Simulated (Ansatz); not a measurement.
Base system: Nb in the bcc (W type) structure (space group Im-3m, No. 229; a = 3.271 Å). Axes: x, y, z lie along the cube axes.

Method: Kohn–Sham DFT with the PBEsol functional, run in Ansatz (a program for electronic structure) with PAW and 420 eV plane waves, no spin-orbit coupling.

Base values:

| Property | Value |
|---|---|
| Pressure | 0.0 GPa |

It is then changed as follows: uniaxial strain ε_yy = −1.13 %, all other strain components held at zero; the atoms relax in the strained cell.

Q: What does the calculation give for the pressure after the change?

A: The pressure (mean of the normal stresses, compression positive) goes from zero to 2.1 GPa.

Q: Predict the new energy relative to the base.

A: The energy increases by 1.9 meV/atom.

Without a gap, meshes like the base's 20×20×20 leave anisotropic stresses uncertain by several tenths of a GPa, and small strain energies with them. Whether these cells are dynamically stable was not tested. All final runs are without spin polarisation.
